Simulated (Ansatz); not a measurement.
Take TiAl (space group P4/mmm, No. 123; relaxed with 0.1 eV smearing) as the base.

```
CELL_PARAMETERS angstrom
      2.79629     0.00000     0.00000
      0.00000     2.79629     0.00000
      0.00000     0.00000     4.03814
ATOMIC_POSITIONS crystal
  Ti 0.00000 0.00000 0.00000
  Al 0.50000 0.50000 0.50000
```

Cartesian axes are those of the cell as printed.

Method: Kohn–Sham DFT with the PBEsol functional, run in Ansatz (an electronic-structure program) with PAW and 420 eV plane waves, spin-orbit coupling left out.

One thing is altered: the cell is stretched by 1.50 % along x with no lateral relaxation; the atoms relax in the strained cell.

Task: Estimate the effect on the stress.

Result: The stress (xx, yy, zz, yz, xz, xy; compression positive) comes out as (-2.9, -0.9, -1.3, 0.0, 0.0, 0.0) GPa.

Task: Estimate the effect on the energy relative to the base.

Result: The energy increases by 2.2 meV/atom.

Whether these cells are dynamically stable was not tested. The final runs are not spin-polarised.
